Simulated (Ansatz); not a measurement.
The parent structure is GaN in the zinc blende structure (space group F-43m, No. 216; a = 4.498 Å). Axes: x, y, z lie along the cube axes.

Computed with DFT with r2SCAN, PAW potentials and a 500 eV plane-wave cutoff in Ansatz (a program for electronic structure), no spin-orbit coupling.

Perturbation: uniaxial strain ε_zz = +2.00 %, all other strain components held at zero, atoms relaxed at fixed cell.

Predict the stress tensor and what it implies for the stiffness.

Stress of the strained cell less that of the base (GPa, compression positive):
```
  -2.83    0.00    0.00
   0.00   -2.83    0.00
   0.00    0.00   -5.60
```

Then −Δσ_ii/ε with ε = 0.0200 gives secant stiffness values (nonlinear terms included at this strain): C33 ≈ 280 GPa, C13 ≈ 142 GPa and C23 ≈ 142 GPa.

Whether these cells are dynamically stable was not tested. This is not the structure that GaN has at room temperature and ambient pressure.
